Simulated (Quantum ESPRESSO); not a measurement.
Input and output of a self-consistent single point for CuO (Cccm, 4 atoms in the cell) (Quantum ESPRESSO).

Method: LDA (PZ)+U, GBRV 1.5 ultrasoft (LDA) pseudopotentials (plane waves; Quantum ESPRESSO).

```yaml
crystal:
  lattice:
    - [1.96788, 2.12857, 0.00000]
    - [-1.96788, 2.12857, 0.00000]
    - [0.00000, 0.00000, 5.09612]
  atoms:
    - { symbol: Cu, position: [0.00000, 0.50000, 0.00000] }
    - { symbol: Cu, position: [0.50000, 0.00000, 0.50000] }
    - { symbol: O, position: [0.50000, 0.50000, 0.75000] }
    - { symbol: O, position: [0.50000, 0.50000, 0.25000] }
```

Reference input (self-consistent single point, DFT, LDA (PZ), plane waves, GBRV 1.5 ultrasoft (LDA) pseudopotentials): ecutwfc = 50 Ry; ecutrho = 400 Ry; occupations = smearing; smearing = gauss; degauss = 0.0099958 Ry; potentials = {Cu: cu_lda_v1.2.uspp.F.UPF, O: o_lda_v1.2.uspp.F.UPF}; K_POINTS = automatic 12 12 7 0 0 0; conv_thr = 1e-10 Ry. This run's input differs from it in these lines:

```diff
@@ -35,2 +35,4 @@
 12 12 7  0 0 0
+HUBBARD {atomic}
+U Cu-3d 2
```

The program printed (abridged):

```
     Self-consistent Calculation

     iteration #  1     ecut=    50.00 Ry     beta= 0.70

---- Real-time Memory Report at c_bands before calling an iterative solver
           246 MiB given to the printing process from OS
           210 MiB allocation reported by mallinfo(arena+hblkhd)
------------------

     =================== HUBBARD OCCUPATIONS ===================
     ------------------------ ATOM    1 ------------------------
     Tr[ns(  1)] =   8.53107
     eigenvalues:
       0.627  0.798  0.937  0.944  0.959
     ------------------------ ATOM    2 ------------------------
     Tr[ns(  2)] =   8.53107
     eigenvalues:
   [... lines left out ...]
           363 MiB given to the printing process from OS
           225 MiB allocation reported by mallinfo(arena+hblkhd)
------------------

     =================== HUBBARD OCCUPATIONS ===================
     ------------------------ ATOM    1 ------------------------
     Tr[ns(  1)] =   9.43664
     eigenvalues:
       0.801  0.956  0.984  0.985  0.992
     ------------------------ ATOM    2 ------------------------
     Tr[ns(  2)] =   9.43664
     eigenvalues:
       0.801  0.956  0.984  0.985  0.992

     Number of occupied Hubbard levels =   18.8733

     HUBBARD ENERGY =    0.0704  (Ry)
     End of self-consistent calculation

     the Fermi energy is    10.6277 ev

!    total energy              =    -871.48477912 Ry
     estimated scf accuracy    <          1.9E-12 Ry
     smearing contrib. (-TS)   =      -0.00139685 Ry
     internal energy E=F+TS    =    -871.48338227 Ry

     Hubbard energy            =       0.07041091 Ry

     convergence has been achieved in  16 iterations

     Forces acting on atoms (cartesian axes, Ry/au):

     atom    1 type  1   force =     0.00000000    0.00000000    0.00000000
   [... zero for the other atoms too ...]

     Total force =     0.000000     Total SCF correction =     0.000000

          total   stress  (Ry/bohr**3)                   (kbar)     P=      -52.96
  -0.00028671   0.00000000   0.00000000          -42.18        0.00        0.00
  -0.00000000  -0.00038135   0.00000000           -0.00      -56.10        0.00
   0.00000000   0.00000000  -0.00041204            0.00        0.00      -60.61

   JOB DONE.
```

The run converged in 16 iterations. Against the reference run the pressure goes from -6.66 to -5.30 GPa. The full log also holds: “c_bands:  1 eigenvalues not converged”.

The starting cell comes from a database of computed structures (which also holds hypothetical and non-ambient phases and stackings), without a prior relaxation at this level. Its lattice was rescaled by a random factor within 2.5 % of one. Spin polarisation is off, so a magnetic state, if there is one, cannot be reached. The U value is a test value, and with U on an open shell several self-consistent states can exist. With a pressure of about -5 GPa the cell is away from its equilibrium volume at this level. The run gives no clean gap (levels at the Fermi energy touch, overlap or are partly filled at this smearing), which alone does not show that the compound is a metal.

Cost on one core of a shared machine: roughly 5 min.
